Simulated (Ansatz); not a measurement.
**GaAs, alloy series**

The reference is GaAs in the zinc blende structure (space group F-43m, No. 216; a = 5.667 Å).

The other end (x = 1) is GaN in the zinc blende structure (space group F-43m, No. 216): 11.37 Å³/atom, gap 2.17 eV; this end may not be an ambient phase.

N replaces a fraction x of As; each row is one arrangement (x, atoms in the cell, starting space group or random), fully relaxed.

Calculations: DFT with r2SCAN, PAW potentials and a 500 eV plane-wave cutoff in Ansatz (a first-principles code), no spin-orbit coupling.

Question: Only one of these keeps a band gap. Which?
A. x(N) = 0.25, 8 atoms, P-4m2
B. x(N) = 0.25, 8 atoms, Pmm2
C. x(N) = 0.75, 8 atoms, Cm
D. x(N) = 0.5, 8 atoms, Pmn2_1
E. x(N) = 0.667, 6 atoms, P3m1

Answer: A, x(N) = 0.25, 8 atoms, P-4m2. Computed: x(N) = 0.5, 8 atoms, Pmn2_1: zero; x(N) = 0.75, 8 atoms, Cm: zero; x(N) = 0.667, 6 atoms, P3m1: zero; x(N) = 0.25, 8 atoms, P-4m2: 0.17 eV; x(N) = 0.25, 8 atoms, Pmm2: zero

These are small ordered cells, not random alloys; other orderings at the same x differ. Stability against distortions was not tested. The final runs are not spin-polarised. This is not the structure that GaN has at room temperature and ambient pressure. A zero or small gap of Ga2AsN, Ga4AsN3, Ga3AsN2 and Ga4As3N can be the functional's error rather than a property of the material.
